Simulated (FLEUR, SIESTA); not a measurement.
A FLEUR input for a self-consistent single point of NaCl (Fm-3m, 2 atoms in the cell) (DFT, PBE, all-electron FLAPW (FLEUR), scalar-relativistic valence):

Input of the input generator:

```
NaCl
&input film=f /
-0.0000000000 5.0942140827 5.0942140827
5.0942140827 -0.0000000000 5.0942140827
5.0942140827 5.0942140827 -0.0000000000
1.0
1.0 1.0 1.0

2
11 0.0000000000 0.0000000000 0.0000000000
17 0.5000000000 0.5000000000 0.5000000000

&comp jspins=1 /
&kpt div1=8 div2=8 div3=8 gamma=t /
&end /
```

```xml
<?xml version="1.0" encoding="UTF-8" standalone="no"?>
<fleurInput fleurInputVersion="0.39">
   <comment>
      NaCl                                                                                                
   </comment>
   <calculationSetup>
      <cutoffs Kmax="4.2" Gmax="12.6" GmaxXC="12.6" numbands="0"/>
      <scfLoop itmax="60" minDistance="0.00001" maxIterBroyd="15" imix="Anderson" alpha="0.05" precondParam="0.0" spinf="2.0"/>
      <coreElectrons ctail="T" frcor="F" kcrel="0" coretail_lmax="0"/>
      <xcFunctional name="pbe" relativisticCorrections="F"/>
      <magnetism jspins="1"/>
      <soc l_soc="F" theta="0.0" phi="0.0" spav="F"/>
      <expertModes spex="0" secvar="F"/>
      <geometryOptimization l_f="T" forcealpha="1.0" forcemix="BFGS" epsdisp="0.00001" epsforce="0.00001"/>
      <ldaU l_linMix="F" mixParam="0.05" spinf="1.0"/>
   </calculationSetup>
   <cell>
      <bzIntegration valenceElectrons="16.0" mode="hist" fermiSmearingEnergy="0.00073499">
         <kPointListSelection listName="default-1"/>
         <!-- k-points included here -->
         <xi:include xmlns:xi="http://www.w3.org/2001/XInclude" href="kpts.xml"> </xi:include>
      </bzIntegration>
      <!-- symmetry operations included here -->
      <xi:include xmlns:xi="http://www.w3.org/2001/XInclude" href="sym.xml"> </xi:include>
      <bulkLattice scale="1.0">
         <bravaisMatrix>
            <row-1>    0.0000000000000000     5.0942140826999998     5.0942140826999998</row-1>
            <row-2>    5.0942140826999998     0.0000000000000000     5.0942140826999998</row-2>
            <row-3>    5.0942140826999998     5.0942140826999998     0.0000000000000000</row-3>
         </bravaisMatrix>
      </bulkLattice>
   </cell>
   <atomSpecies>
      <species name="Sodium (Na)" element="Na" atomicNumber="11">
         <mtSphere radius="2.42" gridPoints="837" logIncrement="0.014"/>
         <atomicCutoffs lmax="10" lnonsphr="8"/>
         <electronConfig flipSpins="F">
            <coreConfig>(1s1/2)</coreConfig>
            <valenceConfig>(2s1/2) (2p1/2) (2p3/2) (3s1/2)</valenceConfig>
            <stateOccupation state="(3s1/2)" spinUp="0.5" spinDown="0.5"/>
         </electronConfig>
         <energyParameters s="3" p="3" d="3" f="4"/>
         <lo type="SCLO" l="0" n="2" eDeriv="0"/>
         <lo type="SCLO" l="1" n="2" eDeriv="0"/>
      </species>
      <species name="Chlorine (Cl)" element="Cl" atomicNumber="17">
         <mtSphere radius="2.42" gridPoints="837" logIncrement="0.014"/>
         <atomicCutoffs lmax="10" lnonsphr="8"/>
         <electronConfig flipSpins="F">
            <coreConfig>(1s1/2) (2s1/2) (2p1/2) (2p3/2)</coreConfig>
            <valenceConfig>(3s1/2) (3p1/2) (3p3/2)</valenceConfig>
            <stateOccupation state="(3p1/2)" spinUp="0.8333333333333" spinDown="0.8333333333333"/>
            <stateOccupation state="(3p3/2)" spinUp="1.6666666666667" spinDown="1.6666666666667"/>
         </electronConfig>
         <energyParameters s="3" p="3" d="3" f="4"/>
      </species>
   </atomSpecies>
   <atomGroups>
      <atomGroup species="Sodium (Na)">
         <relPos label="                   1">.0000000000 .0000000000 .0000000000</relPos>
         <force calculate="T" relaxXYZ="TTT"/>
      </atomGroup>
      <atomGroup species="Chlorine (Cl)">
         <relPos label="                   2">1.000/2.000 1.000/2.000 1.000/2.000</relPos>
         <force calculate="T" relaxXYZ="TTT"/>
      </atomGroup>
   </atomGroups>
   <output dos="F" band="F" slice="F">
      <checks vchk="F" cdinf="F"/>
      <bandDOS minEnergy="-.5*Htr" maxEnergy="0.5*Htr" sigma="0.015" storeEVData="T"/>
      <vacuumDOS vacdos="F" integ="F" star="F" nstars="0" locx1="0.0" locy1="0.0" locx2="0.0" locy2="0.0" nstm="0" tworkf="0.0"/>
      <unfoldingBand unfoldBand="F" supercellX="1" supercellY="1" supercellZ="1"/>
      <plotting iplot="0" polar="F">
         <plot TwoD="T" vec1="  1.0  0.0  0.0" vec2="  0.0  1.0  0.0" vec3="  0.0  0.0  1.0" zero="  0.0  0.0  0.0" file="plot"/>
      </plotting>
      <chargeDensitySlicing numkpt="0" minEigenval="0.0" maxEigenval="0.0" nnne="0" pallst="F"/>
      <specialOutput eonly="F"/>
      <magneticCircularDichroism mcd="F" energyLo="-10.0" energyUp="0.0"/>
   </output>
  <!-- We include the file relax.xml here to enable relaxations (see documentation) -->
  <xi:include xmlns:xi="http://www.w3.org/2001/XInclude" href="relax.xml"> <xi:fallback/> </xi:include>
</fleurInput>
```

Question: Translate this input to SIESTA.

Answer: This is the input that was run; spellings and numerical settings could be chosen otherwise.

```
# files in the folder: Na.psml Cl.psml (PseudoDojo PBE standard)
SystemName  NaCl
SystemLabel siesta

NumberOfAtoms                2
NumberOfSpecies              2
%block ChemicalSpeciesLabel
  1 11 Na
  2 17 Cl
%endblock ChemicalSpeciesLabel
LatticeConstant              1.0 Ang
%block LatticeVectors
     0.000000000    2.695742000    2.695742000
     2.695742000    0.000000000    2.695742000
     2.695742000    2.695742000    0.000000000
%endblock LatticeVectors
AtomicCoordinatesFormat      Ang
%block AtomicCoordinatesAndAtomicSpecies
     0.000000000    0.000000000    0.000000000  1
     2.695742000    2.695742000    2.695742000  2
%endblock AtomicCoordinatesAndAtomicSpecies

XC.functional                GGA
XC.authors                   PBE
PAO.BasisSize                DZP
PAO.EnergyShift              0.01 Ry
MeshCutoff                   350 Ry
%block kgrid.MonkhorstPack
    8   0   0  0.0
    0   8   0  0.0
    0   0   8  0.0
%endblock kgrid.MonkhorstPack
OccupationFunction           FD
ElectronicTemperature        20.0 meV

MaxSCFIterations             150
SCF.Mixer.Method             Pulay
SCF.Mixer.Weight             0.1
SCF.Mixer.History            6
SCF.DM.Tolerance             1.0E-04
Diag.ParallelOverK           true
WriteForces                  true
```

Basis, cutoffs, solver keys and any potentials are the target program's own. This input uses DFT, GGA PBE, numerical atomic orbitals DZP, PseudoDojo PBE standard norm-conserving potentials (rewritten from UPF to PSML). Both were run: gap on the mesh 5.834 eV in FLEUR and 5.792 in SIESTA.

On SIESTA: the starting cell comes from a database of computed structures (which also holds hypothetical and non-ambient phases and stackings), without a prior relaxation at this level. Its lattice was rescaled by a random factor within 2.5 % of one. For this run, on top of that: lattice scaled by 0.98. Values carry the incompleteness of an atom-centred basis. With a pressure of about 5 GPa the cell is away from its equilibrium volume at this level.

On FLEUR: the starting cell comes from a database of computed structures (which also holds hypothetical and non-ambient phases and stackings), without a prior relaxation at this level. Its lattice was rescaled by a random factor within 2.5 % of one. For this run, on top of that: lattice scaled by 0.98. Values depend on the basis (sphere radii, cutoffs, local orbitals), which need not be converged.
